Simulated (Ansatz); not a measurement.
A 32-atom cell of In(As,Sb) started in the zinc blende structure, site fractions As 0.125, Sb 0.875, short-range order -0.05 among the nearest mixed sites (0 is random, a negative value favours unlike neighbours), space group Fmm2 at the end, an ordered arrangement that its symmetry holds. The mixed sublattice has 16 sites.

The mixing enthalpy is taken against the end members in the zinc blende type, relaxed in the same cell and mesh.

Method: PBE (plane waves to 420 eV, PAW; Ansatz, a program for electronic structure). Spin–orbit coupling is left out; with elements this heavy it can move edges by tenths of an eV. Its k-point mesh 3×3×3, Fermi–Dirac width 0.01 eV.

| cell | energy at zero smearing (eV) |
|---|---|
| InAs | -167271.493 |
| InSb | -193321.396 |
| In8AsSb7 | -190064.973 |

Task: Work out the mixing enthalpy per mixed site and the interaction parameter Ω of a regular solution.

Result: With x = 14/16 of the second end member, ΔH = [-190064.973 − 2/16 × (-167271.493) − 14/16 × (-193321.396)] / 16 = 11.6 meV against the separate end members. Ω = ΔH / x(1 − x) = 106 meV.
